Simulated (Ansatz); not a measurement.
Results of PBEsol-D3(BJ) (plane waves, PAW; Ansatz, a quantum-chemistry and plane-wave program) for B20 (FeSi-type) CoSi.

Numerical settings: plane-wave cutoff 520 eV, 12×12×12 k mesh, Fermi–Dirac smearing 0.05 eV, no spin polarisation, scalar-relativistic PAW data made under PBE.

The volume scan:

```
V (Å³/atom)  E − E_lowest (meV/atom)  P (GPa)
-----------  -----------------------  -------
9.840                          14.36    11.66
10.045                          3.45     5.50
10.250                          0.00     0.00
10.455                          3.21    -4.92
10.660                         12.37    -9.31
```

Question: What bulk modulus B0 and pressure derivative B′ does a third-order Birch–Murnaghan fit give?

Answer: V0 = 10.250 Å³/atom, B0 = 260 GPa, B′ = 4.6 (fit to the energies at full precision).

Shape and atoms are relaxed at each volume.

Measured, for comparison: bulk modulus 207 GPa (temperature not stated, not corrected to a static lattice; as tabulated in Electronic Structure of B20 (FeSi-Type) Transition-Metal Monosilicides …); equilibrium volume per atom 10.97 Å³/atom (temperature not stated, not corrected to a static lattice; as tabulated in Wikipedia's data pages). Computed (rounded) less measured: bulk modulus +26 %, equilibrium volume per atom -6.6 %.

Note: the bulk modulus comes from volumes at which shape and atoms were relaxed.

Computed values are for the static lattice.

Cost on a shared machine: around 20 core-minutes (rough).
